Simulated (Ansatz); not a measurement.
The parent structure is ZnSe in the zinc blende structure (space group F-43m, No. 216; a = 5.633 Å).

The values are results of PBEsol (Ansatz, a quantum-chemistry and plane-wave program; PAW; 420 eV plane waves; no spin-orbit coupling), not measurements.

For the base:

The band gap is 1.24 eV and the pressure is 0.0 kbar.

The change: an isotropic linear strain of −1.50 %; the atoms relax in the strained cell.

Question: Predict the new band gap, pressure and energy relative to the base.

Answer: The band gap increases by 0.18 eV to 1.42 eV; the pressure goes from zero to 32.8 kbar; the energy rises by 9.7 meV/atom.

Whether these cells are dynamically stable was not tested.
